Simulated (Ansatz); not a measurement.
Quick settings and what they miss: FeGe (C2/m, 8 atoms in the cell)

Self-consistent single point.

```
FeGe
1.0
    5.91086    -2.01291     0.00000
    5.91086     2.01291     0.00000
   -1.21309     0.00000     4.81806
Fe Ge
4 4
Direct
  0.00000   0.00000   0.00000
  0.00000   0.00000   0.50000
  0.79410   0.79410   0.63568
  0.20590   0.20590   0.36432
  0.18771   0.18771   0.84895
  0.81229   0.81229   0.15105
  0.43126   0.43126   0.70739
  0.56874   0.56874   0.29261
```
Moments meant for the start (each program seeds them in its own way; μB, in the order of the atoms Fe Fe Fe Fe Ge Ge Ge Ge): 4.0 4.0 4.0 4.0 0.0 0.0 0.0 0.0.

Computed with LDA (PW92), PAW files made with PBE (plane waves; Ansatz, an electronic-structure program).

Base settings: basis.ecutwfc = 30.9 Ry; kpoints.mp_grid.grid = 4 4 3; kpoints.mp_grid.shift = 0.5 0.5 0.5; hamiltonian.xc = lda; hamiltonian.pseudopotentials = {kind: paw} (the program's default PAW files); magnetization.spin_polarized = true; scf.occupations.method = cold; scf.occupations.width = 0.0147 Ry.

Tight run (finer mesh or higher cutoff; not a proven limit): basis.ecutwfc: 30.9 Ry → 43.4 Ry; kpoints.mp_grid.grid: 4 4 3 → 6 6 5; scf.convergence.dr2_threshold: default (1e-07 eV) → 1e-09 eV. It gave Fermi level (on the code's own zero) 14.35 eV; pressure -16.34 GPa; largest force (vector length) 0.522 eV/Å; size of the cell's spin moment 5.89 μB.

Quick runs, as changes from the base:
- A: the base itself
- B: basis.ecutwfc: 30.9 Ry → 15.4 Ry; kpoints.mp_grid.grid: 4 4 3 → 4 4 4; scf.convergence.dr2_threshold: default (1e-07 eV) → 0.001 eV

Energies are extrapolated to zero smearing width, which holds to low order in the width alone.

The count of work is k-points × plane waves × bands × iterations; it is no time. 

Pressures in the table are Ansatz's without its Pulay estimate, at a fixed set of plane waves; the tight run's value above holds the estimate.

The starting cell comes from a database of computed structures (which also holds hypothetical and non-ambient phases and stackings), without a prior relaxation at this level. Its lattice was rescaled by a random factor within 2.5 % of one. The magnetic order is the one reached from the typed start; others were not searched systematically. In the base run, with a pressure of about -17 GPa the cell is away from its equilibrium volume at this level. Without a gap this mesh is coarse (it stands for a supercell whose shortest vector is 15 Å).

```csv
run,energy less tight (meV/atom),pressure less tight (GPa),largest miss in a force vector (eV/Å),size of the net moment less tight (μB/atom),count of work / tight
A,-0.1,-0.22,0.091,-0.03,0.15
B,6050.3,-318.23,0.797,0.11,0.037
```

Among the runs at the tight run's level, the energy misses run from 0.1 to 6050.3 meV/atom.

Left out of this page: 4 runs of the series outside the window shown, repeating another row's setting, or not comparable.

Keys are those of Ansatz 0.2.
